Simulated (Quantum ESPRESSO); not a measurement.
# Several settings converged on Ca (Fm-3m, 1 atom in the cell)

```
CELL_PARAMETERS angstrom
      0.00000     2.79837     2.79837
      2.79837     0.00000     2.79837
      2.79837     2.79837     0.00000
ATOMIC_POSITIONS crystal
  Ca 0.00000 0.00000 0.00000
```

Base method: PBEsol, PseudoDojo standard norm-conserving (PBESOL) pseudopotentials (plane waves; Quantum ESPRESSO 7.5).

Base settings: ecutwfc = 70 Ry; occupations = smearing; smearing = gauss; degauss = 0.0073499 Ry; potentials = {Ca: Ca.upf}; K_POINTS = automatic 10 10 10 0 0 0; conv_thr = 1e-09 Ry.

The count of work is k-points × plane waves × bands × iterations; it is no time. 

**The k-point mesh at a smearing width of 0.3 eV**

In this ladder: degauss = 0.02205 Ry.

Only quantities that move along the ladder and can be compared are tabulated.

```tsv
K_POINTS	free energy less the last step's (meV/atom)	pressure (GPa)	count of work / last
automatic 4 4 4 0 0 0	-54.36	-1.15	0.016
automatic 5 5 5 0 0 0	5.40	-1.20	0.024
automatic 6 6 6 0 0 0	9.10	-1.22	0.039
automatic 8 8 8 0 0 0	0.36	-1.22	0.070
automatic 9 9 9 0 0 0	0.90	-1.23	0.084
automatic 11 11 11 0 0 0	0.00	-1.22	0.14
automatic 14 14 14 0 0 0	0.00	-1.22	0.25
automatic 20 20 20 0 0 0	0.00	-1.22	0.62
automatic 24 24 24 0 0 0	0.00	-1.22	1.0
```

Coarsest K_POINTS that holds the free energy within 5 meV/atom of the last step, with all finer ones: automatic 8 8 8 0 0 0, at 0.070 of the last step's count of work; the step before is off by 9.1 meV/atom.

Coarsest K_POINTS that holds the pressure within 0.05 GPa of the last step, with all finer ones: automatic 5 5 5 0 0 0, at 0.024 of the last step's count of work; the step before is off by 0.08 GPa.

**The width of Methfessel-Paxton smearing**

In this ladder: smearing = mp; K_POINTS = automatic 16 16 16 0 0 0.

Narrow widths need finer meshes than wide ones, so the last steps can hold mesh noise.

Only quantities that move along the ladder and can be compared are tabulated; pressure and forces are left out, as mesh noise rules them at narrow widths.

| degauss | free energy less the last step's (meV/atom) |
|---|---|
| 0.073499 Ry | 7.99 |
| 0.036749 Ry | -0.93 |
| 0.02205 Ry | -2.37 |
| 0.0147 Ry | -1.15 |
| 0.0073499 Ry | -0.07 |
| 0.0036749 Ry | 0.00 |

Widest degauss that holds the free energy within 5 meV/atom of the last step, with all finer ones: 0.036749 Ry; the step before is off by 8.0 meV/atom.

**The number of bands**

The mesh stays at the base's, so the ladder's end is converged at best in this setting alone.

Only quantities that move along the ladder and can be compared are tabulated.

```tsv
nbnd	free energy less the last step's (meV/atom)	pressure (GPa)	count of work / last
5	22.73	-1.51	0.24
6	0.00	-1.25	0.19
7	0.00	-1.25	0.19
8	0.00	-1.25	0.22
9	0.00	-1.25	0.29
11	0.00	-1.25	0.36
15	0.00	-1.25	0.49
21	0.00	-1.25	0.68
37	0.00	-1.25	1.0
```

Coarsest nbnd that holds the free energy within 1 meV/atom of the last step, with all finer ones: 6, at 0.19 of the last step's count of work; the step before is off by 23 meV/atom.

Coarsest nbnd that holds the pressure within 0.05 GPa of the last step, with all finer ones: 6, at 0.19 of the last step's count of work; the step before is off by 0.26 GPa.

On the base run: the starting cell has typed, rounded lattice constants, without a prior relaxation at this level. Its lattice was rescaled by up to half a per cent.

Left out of this page: 2 runs of the series outside the window shown, repeating another row's setting, or not comparable.
